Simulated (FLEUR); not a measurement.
Worked example: self-consistent single point of MgPd₃ (Pm-3m, 4 atoms in the cell) in FLEUR.

Level of theory: PBEsol, all-electron FLAPW (FLEUR), scalar-relativistic valence.

The change in words: lattice scaled by 0.98. Reference geometry:
```
MgPd3
1.0
    3.96476     0.00000     0.00000
    0.00000     3.96476     0.00000
    0.00000     0.00000     3.96476
Mg Pd
1 3
Direct
  0.00000   0.00000   0.00000
  0.00000   0.50000   0.50000
  0.50000   0.00000   0.50000
  0.50000   0.50000   0.00000
```

Reference input (self-consistent single point, DFT, PBEsol, all-electron FLAPW (FLEUR), scalar-relativistic valence): Kmax = 4.1 1/bohr; GmaxXC = 12.3 1/bohr; xcFunctional = PBEs; jspins = 1; l_soc = F; mode = hist; fermiSmearingEnergy = 0.00367493 Htr; mesh (inpgen div1-3) = 7 7 7; inpgen gamma flag = false; Gmax = 12.3 1/bohr; numbands = 0; maxIterBroyd = 99. This run's input differs from it in these lines:

```diff
@@ -6,3 +6,3 @@
 0.0000000000 0.0000000000 1.0000000000
-7.4923162190
+7.3424703860
 1.0 1.0 1.0
@@ -46,5 +46,5 @@
          <bravaisMatrix>
-            <row-1>    7.4923162190000001     0.0000000000000000     0.0000000000000000</row-1>
-            <row-2>    0.0000000000000000     7.4923162190000001     0.0000000000000000</row-2>
-            <row-3>    0.0000000000000000     0.0000000000000000     7.4923162190000001</row-3>
+            <row-1>    7.3424703859999996     0.0000000000000000     0.0000000000000000</row-1>
+            <row-2>    0.0000000000000000     7.3424703859999996     0.0000000000000000</row-2>
+            <row-3>    0.0000000000000000     0.0000000000000000     7.3424703859999996</row-3>
          </bravaisMatrix>
```

Output, abridged:

```
 Iteration:     1   Distance:      13.92890096 me/bohr^3
 Iteration:     2   Distance:      11.52841045 me/bohr^3
 Iteration:     3   Distance:       3.97777146 me/bohr^3
 Iteration:     4   Distance:       2.83637435 me/bohr^3
 Iteration:     5   Distance:       0.96835026 me/bohr^3
   [... 6 lines left out ...]
 Iteration:    12   Distance:       0.00055027 me/bohr^3
 Iteration:    13   Distance:       0.00011378 me/bohr^3
 Iteration:    14   Distance:       0.00006108 me/bohr^3
 Iteration:    15   Distance:       0.00000631 me/bohr^3
 Run finished successfully
 Stop message:
   Structural relaxation: Done

[file out, last iteration]
             iter=     16
[...]
          total density-effective poten   -2.5140771124E+04
          total charge density-energy d   -4.4131215797E+02
 Updated energy parameters for spin:           1
[...]
 fermi energy and band-weighting factors:

[...]
FERMIE:
          first approx. to ef    (T=0)  :   0.360752 htr   (energy of the highest occ. eigenvalue)
          number of occ. states  (T=0)  :        575
          first approx. to seigv (T=0)  : -29.782001 htr
          sum of weights of occ. states :  29.032070
          sum of semicore charge        :   0.000000 e
FERHIS:  Fermi-Energy by histogram:
          bandgap                     :   0.000077 htr
   [... lines left out ...]
          charge neutrality (T=0)     :   0.064140    (zero if the highest occ. eigenvalue is "entirely" occupied)
     EF_NEWTON:  Adjust Fermi-Energy by Newton-Method.
 Direct bandgap for spin            1 :    1.4363345656386195E-002  Htr
 ---->    free energy=                    -15333.8200898254 htr
   [... lines left out ...]
      extrapolation for T->0
 ---->    total electron energy=          -15333.8179138352 htr
 ***** TOTAL FORCES ON ATOMS *****
 TOTAL FORCE FOR ATOM TYPE=  1  X=  0.000   Y=  0.000   Z=  0.000
                       FX_TOT= 0.000000 FY_TOT= 0.000000 FZ_TOT= 0.000000
 TOTAL FORCE FOR ATOM TYPE=  2  X=  0.000   Y=  3.671   Z=  3.671
                       FX_TOT= 0.000000 FY_TOT= 0.000000 FZ_TOT= 0.000000
 Structural relaxation: Done
```

The run converged in 15 iterations. FLEUR gives forces in its relaxation mode, with a further iteration, so its stop message speaks of a relaxation. Against the reference run the free energy goes down by 9.5 meV/atom.

The starting cell comes from a database of computed structures (which also holds hypothetical and non-ambient phases and stackings), without a prior relaxation at this level. Its lattice was rescaled by a random factor within 2.5 % of one. For this run, on top of that: lattice scaled by 0.98. Spin polarisation is off. Values depend on the basis (sphere radii, cutoffs, local orbitals), which need not be converged. The log's line on a gap gives a spacing of levels on this mesh, which the program prints for metals too.

Cost on one core of a shared machine: roughly 70 s.
